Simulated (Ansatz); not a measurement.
The starting structures come from a database of crystals and need not be the phases stable at ambient conditions.

The decay constant κ of evanescent states in the gap governs leakage through a thin film.

Data:

```xyz
12
Lattice="4.4791 0.0000 0.0000 0.0000 5.3926 0.0000 0.0000 0.0000 4.8955" Properties=species:S:1:pos:R:3 pbc="T T T"
Mg     2.2395     0.9085     3.6716
Mg     2.2395     4.4841     1.2239
Mg     0.0000     1.7878     1.2239
Mg     0.0000     3.6048     3.6716
H      1.2197     0.5874     2.0552
H      3.2594     4.8052     2.8403
H      1.0198     2.1089     4.5029
H      3.4592     3.2837     0.3926
H      3.4592     2.1089     2.8403
H      1.0198     3.2837     2.0552
H      3.2594     0.5874     0.3926
H      1.2197     4.8052     4.5029
```

Space group of this cell: Pbcn. The cell is taken as given.

Transport runs along the normal of the first two printed cell vectors.

The gap is the functional's own, uncorrected, and κ follows it; spin-orbit coupling is left out. Mid-gap values are interpolated between the computed energies.

### Question
Estimate the band gap and the smallest decay constant κ at mid-gap that Ansatz (a quantum-chemistry and plane-wave program) with r2SCAN returns for this system.

### Answer
Gap 4.30 eV on a 8×6×6 mesh; κ = 0.321 1/Å, at (0.500, 0.000) of the in-plane reciprocal vectors. At the zone centre, at the nearest computed energy, the slowest state has κ = 0.37 1/Å.
